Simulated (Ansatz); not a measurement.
**CdS under a change: pressure −1 GPa**

Take CdS in the zinc blende structure (space group F-43m, No. 216; a = 5.8791 Å) as the base.

It is then changed as follows: hydrostatic tension (pressure −1 GPa).

Computed with r2SCAN, PAW, 500 eV (Ansatz, a program for electronic structure; without spin-orbit coupling), earlier PAW set. k-mesh 10×10×10 (Γ-centred); smearing 0.05 eV (Fermi–Dirac).

The volume per atom rises by 0.44 Å³ (25.40 Å³ → 25.84 Å³) and the density shrinks by 0.08 g/cm³ to 4.64 g/cm³. The lattice parameter a goes up by 3.4 pm to 591.3 pm and the enthalpy H = E + PV relative to the base's energy amounts to -0.16 eV/atom. The band gap shrinks by 0.04 eV, from 1.54 eV to 1.50 eV and the gap character stays direct at Γ. The mean gap deformation potential ΔEg/Δln V comes out as -2.3 eV and the electron mass stays 0.15 mₑ (at Γ). The hole mass (degenerate bands, along [100]) goes from 0.16, 0.78, 0.78 mₑ (at Γ) to 0.16, 0.81, 0.81 mₑ (at Γ).

Final structure:

```xyz
2
Lattice="0.0000 2.9565 2.9565 2.9565 0.0000 2.9565 2.9565 2.9565 0.0000" Properties=species:S:1:pos:R:3 pbc="T T T"
S      4.4347     4.4347     4.4347
Cd     0.0000     0.0000     0.0000
```

Load acts through the strain it causes; cell and atoms are relaxed under it. Masses are band curvatures over ±0.01 Å⁻¹ around the edge. Stability against distortions was not tested.
